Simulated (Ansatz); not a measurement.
**Cubic perovskite BaZrO₃**

Computed with PBE (plane waves, PAW; Ansatz, an electronic-structure program).

Run with plane-wave cutoff 520 eV, 6×6×6 k mesh, perturbation theory, scalar-relativistic PAW data made under PBE.

Cell (relaxed at this level):

```
BaZrO3
1.0
    4.22721     0.00000     0.00000
    0.00000     4.22721     0.00000
    0.00000     0.00000     4.22721
Ba Zr O
1 1 3
Direct
  0.00000   0.00000   0.00000
  0.50000   0.50000   0.50000
  0.50000   0.00000   0.50000
  0.00000   0.50000   0.50000
  0.50000   0.50000   0.00000
```

| Item | Value |
|---|---|
| high-frequency dielectric constant | 4.87 |

Note: the run finds an imaginary mode (51i cm⁻¹), so the cell is a saddle point at this level.

Spin–orbit coupling is not included.
